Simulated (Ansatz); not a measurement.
An Ansatz (an electronic-structure program) run: ZrSe2 with a change (pressure 45 GPa); DFT with PBEsol-D3(BJ), PAW potentials and a 420 eV plane-wave cutoff in Ansatz, no spin-orbit coupling.

Input:

Ansatz 0.2 input:
```yaml
crystal:
  lattice:
    - [3.2505882327, 0, 0]
    - [-1.6252941163, 2.8150919867, 0]
    - [0, 0, 5.4732224275]
  atoms:
    - { symbol: Zr, position: [0, 0, 0] }
    - { symbol: Se, position: [0.3333333333, 0.6666666667, 0.3127176829] }
    - { symbol: Se, position: [0.6666666667, 0.3333333333, 0.6872823171] }
basis: { ecutwfc: 420, ecutrho_ratio: 4, xc_grid: 2, fft_grid_basis: typed }
kpoints: { mp_grid: { grid: [15, 15, 8] } }
hamiltonian:
  xc: pbesol
  dispersion: d3bj
  pseudopotentials: { kind: paw }
scf: { occupations: { method: fermi_dirac, width: 0.05 } }
relax: { f_tol: 0.01, max_steps: 60, cell: { stress_tol: 0.02, p_target: 45.0 } }
output: { forces: true, stress: true }
checkpoint: { write: state.ck, write_every: 1000 }
```

Output (explanatory and most iteration lines left out):

```
Relaxation: its limit of steps is 60 (relax.max_steps)
Pseudopotential: Zr, paw, valence charge 12
Pseudopotential: Se, paw, valence charge 16
Crystal: 3 atoms, lattice volume = 50.084 Å³
Basis set: ecut = 420 eV, 1003 PW (Γ), exchange–correlation on 48×48×80 points (8 copies of the dense FFT grid, shifted against one another)
Bands: 27, of which v1, the nominal top of the filled ones, is band 22 counted from 1 (21 counted from 0)
Symmetry: 12 space group operations
Space group: P-3m1 (ITA 164), of the structure as read, at distance tolerance 3.7e-5 Å
k-points: 192 of 1800
Functional: x = pbesol(κ = 0.804, μ = 0.12345679012345678), c = pbesol(β = 0.046)
SCF iter   1: F=—  HF=-14981.017930 eV  |F-HF|=—  |Δ(HF+E_count)|=         —  Δρ=5.19e-3  dr2=1.09e-2  ethr=1.77e-3  ⟨swp⟩=5.4  Hψ=21572  notcnv=0
SCF iter   2: F=—  HF=-14981.015099 eV  |F-HF|=—  |Δ(HF+E_count)|=   2.83e-3  Δρ=2.88e-3  dr2=2.67e-3  ethr=2.49e-5  ⟨swp⟩=2.1  Hψ=10810  notcnv=0
SCF 1 converged in 7 iterations: F = -14981.014617 eV  dr2 = 9.47e-9
relax step   1: F+E_penalty+E_count = -14981.01461673 eV  Δ(F+E_penalty+E_count) = +0.000e0 eV  max|allowed force component| = 8.016e-5 eV/Å  Δτ_max = 0.0000 Å  P = +29.995 GPa  Ω = 50.084 Å³  (7 SCF iters, dr2 threshold 1.00e-7 eV, accepted)
[... steps on the carried basis left out ...]
relax step   8: F+E_penalty+E_count = -14980.12194174 eV  Δ(F+E_penalty+E_count) = +8.720e-4 eV  max|allowed force component| = 4.728e-4 eV/Å  Δτ_max = 0.0000 Å  P = +44.999 GPa  Ω = 46.215 Å³  stress off target by 4.38e-3 GPa  SCF on the basis re-selected at this cell (its energy is not comparable with the rows above)  (7 SCF iters)
SCF converged after 7 iterations
Free energy (F): -14980.121942 eV
Internal energy: -14980.111791 eV  (E = F + TS)
E sigma→0 (E₀):  -14980.116866 eV
Entropy (-TS):   -0.010151 eV (-3.384 meV/atom)
Fermi energy:    18.114056 eV
  E_disp       = -1.838610  (pairwise vdW)
--- Forces (eV/Å), atoms counted from 1 ---
  atom   1  Zr    -0.00000000    -0.00000000     0.00000000
  atom   2  Se    -0.00000000     0.00000000     0.00047283
  atom   3  Se    -0.00000000    -0.00000000    -0.00047283
--- Stress (GPa, compression-positive) ---
       44.996205       0.000000      -0.000000
        0.000000      44.996205      -0.000000
       -0.000000      -0.000000      45.004384
  P = ⅓ Tr σ = 44.9989 GPa (449.989 kbar)
--- Relaxed structure (7 steps of the walk, 7 accepted, 1 SCFs on fresh bases) ---
  cell:  # Å, volume = 46.2149 Å³
    - [3.1288972095570986, -2.778683312830399e-11, -7.490830982422095e-18]
    - [-1.5644486047544852, 2.7097044693205827, 1.1815664266647434e-17]
    - [-1.2612789193401147e-17, 1.5690523365397608e-17, 5.450909542389705]
  atoms:
    - { symbol: Zr, position: [-1.4054604031907779e-34, -2.9396837733231737e-36, -6.451174991480708e-35] }
    - { symbol: Se, position: [0.33333333333333337, 0.6666666666666667, 0.31983927771847226] }
    - { symbol: Se, position: [0.6666666666666666, 0.33333333333333337, 0.6801607222815278] }
```

Load acts through the strain it causes; cell and atoms are relaxed under it. Stability against distortions was not tested. Competing high-pressure phases were not computed. All final runs are without spin polarisation. The cell was made from ZrSe$_{2}$ in the CdI2 type structure (space group P-3m1, No. 164; layered, stacked along the Cartesian z axis) by this change: pressure 45 GPa.
